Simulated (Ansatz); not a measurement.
Input and output of a self-consistent single point for a (001) slab of La2O3 (cut from a parent of space group no. 164; 10 atoms in the cell) (Ansatz, a quantum-chemistry and plane-wave program).

Level of theory: PBE, PAW files (plane waves; Ansatz).

```
CELL_PARAMETERS angstrom
      3.95970     0.00000     0.00000
     -1.97985     3.42920     0.00000
      0.00000     0.00000    24.51011
ATOMIC_POSITIONS crystal
  La 0.33333 0.66667 0.43641
  La 0.66667 0.33333 0.31224
  O  0.00000 0.00000 0.37432
  O  0.33333 0.66667 0.28560
  O  0.66667 0.33333 0.46305
  La 0.33333 0.66667 0.68776
  La 0.66667 0.33333 0.56359
  O  0.00000 0.00000 0.62568
  O  0.33333 0.66667 0.53695
  O  0.66667 0.33333 0.71440
```

Reference input (self-consistent single point, DFT, PBE, plane waves, PAW files): basis.ecutwfc = 420 eV; kpoints.mp_grid.grid = 7 7 1; hamiltonian.xc = pbe; hamiltonian.pseudopotentials = {kind: paw} (the program's default PAW files); scf.occupations.method = fermi_dirac; scf.occupations.width = 0.05 eV. This run's input differs from it in these lines:

Ansatz 0.2 input:
```diff
@@ -17,3 +17,3 @@
 basis:
-  ecutwfc: 420.0
+  ecutwfc: 505.0
 kpoints:
```

Log, with long lists cut:

```
SCF iter   1: F=—  HF=-28437.710964 eV  |F-HF|=—  |Δ(HF+E_count)|=         —  Δρ=1.15e-1  dr2=5.37e1  ethr=3.10e-3  ⟨swp⟩=7.6  Hψ=1971  notcnv=0
all-band conjugate gradients solve this SCF's bands
preconditioner: auto → Resta (q_TF=auto, 2.151 Å⁻¹)
SCF iter   2: F=—  HF=-28426.633283 eV  |F-HF|=—  |Δ(HF+E_count)|=    1.11e1  Δρ=8.05e-2  dr2=1.41e1  ethr=3.10e-3  ⟨swp⟩=9.8  Hψ=1618  notcnv=0  defer=40
   [... lines left out ...]
SCF iter   9: F=—  HF=-28423.878057 eV  |F-HF|=—  |Δ(HF+E_count)|=   5.59e-5  Δρ=1.94e-4  dr2=1.84e-4  ethr=1.17e-6  ⟨swp⟩=2.0  Hψ=493  notcnv=0  defer=24
SCF iter  10: F=—  HF=-28423.878023 eV  |F-HF|=—  |Δ(HF+E_count)|=   3.31e-5  Δρ=1.96e-5  dr2=1.68e-6  ethr=2.30e-7  ⟨swp⟩=2.0  Hψ=554  notcnv=0  defer=24
SCF iter  11: F=—  HF=-28423.878390 eV  |F-HF|=—  |Δ(HF+E_count)|=   3.66e-4  Δρ=7.23e-6  dr2=2.64e-7  ethr=2.10e-9  ⟨swp⟩=2.1  Hψ=714  notcnv=0  defer=24
SCF iter  12: F=-28423.878390 eV  HF=-28423.878390 eV  |F-HF|=1.52e-8  |Δ(HF+E_count)|=   5.82e-8  Δρ=2.37e-6  dr2=3.00e-8  ethr=1.25e-10  ⟨swp⟩=34.8  Hψ=3824  notcnv=0
SCF 1 converged in 12 iterations: F = -28423.878390 eV  dr2 = 3.00e-8
Free energy (F): -28423.878390 eV
Internal energy: -28423.878390 eV  (E = F + TS)
E sigma→0 (E₀):  -28423.878390 eV
Fermi energy:    3.795249 eV
--- Forces (eV/Å), atoms counted from 1 ---
  atom   1  La     0.00000000     0.00000000    -0.03385244
  atom   2  La    -0.00000000    -0.00000000    -0.31745800
  atom   3  O      0.00000000     0.00000000     0.08405367
  atom   4  O      0.00000000    -0.00000000     0.28279254
  atom   5  O      0.00000000     0.00000000     0.04856338
  atom   6  La     0.00000000     0.00000000     0.31745800
  atom   7  La    -0.00000000    -0.00000000     0.03385244
  atom   8  O     -0.00000000    -0.00000000    -0.08405367
  atom   9  O      0.00000000    -0.00000000    -0.04856338
  atom  10  O      0.00000000     0.00000000    -0.28279254
--- Stress (GPa, compression-positive) ---
       -3.300658       0.000000      -0.000000
       -0.000000      -3.300658       0.000000
       -0.000000       0.000000      -0.265133
  P = ⅓ Tr σ = -2.2888 GPa (-22.888 kbar)
  The stress holds the Pulay correction. Without it, at fixed plane waves, as pw.x and ABINIT print it: P = -2.2915 GPa
```

The run converged in 12 iterations. Against the reference run the free energy drops by 1.8 meV/atom, the largest force moves little (0.318 to 0.317 eV/Å) and the gap on the mesh stays at 3.980 eV.

The starting cell has typed, rounded lattice constants, without a prior relaxation at this level. The slab is cut from that crystal, and its faces are unrelaxed. Its lattice was rescaled by up to half a per cent. Spin polarisation is off, though cut faces can carry moments; a gap of a slab can lie between surface states.
